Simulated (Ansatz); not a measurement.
The reference is Hf in the hcp (Mg type) structure (space group P6_3/mmc, No. 194; relaxed with 0.1 eV smearing).

```xyz
2
Lattice="3.1982 0.0000 0.0000 -1.5991 2.7697 0.0000 0.0000 0.0000 5.0489" Properties=species:S:1:pos:R:3 pbc="T T T"
Hf     0.0000     1.8465     3.7867
Hf     1.5991     0.9232     1.2622
```

Cartesian axes are those of the cell as printed.

Computed with r2SCAN (Ansatz, an electronic-structure program, PAW, spin-orbit coupling left out), earlier PAW set.

Strains are applied to the cell and any free atomic positions relax; under biaxial strain the out-of-plane vector relaxes too.

One change was made to it. Results:

```tsv
quantity	base	after
band gap	zero	zero
shortest interatomic distance	3.128 Å	3.123 Å
```

Problem. Which change produced these results?
A. biaxial strain −3.36 %, plane normal [001], relaxed out of plane
B. uniaxial strain ε_zz = +2.00 %
C. biaxial strain +3.34 %, plane normal [001], relaxed out of plane
D. isotropic strain −0.90 %

Solution. C, biaxial strain +3.34 %, plane normal [001], relaxed out of plane. For comparison, the shortest interatomic distance in the other runs: isotropic strain −0.90 % gives 3.100 Å; uniaxial strain ε_zz = +2.00 % gives 3.169 Å; biaxial strain −3.36 %, plane normal [001], relaxed out of plane gives 3.091 Å.

Stability against distortions was not tested. The final runs are not spin-polarised.
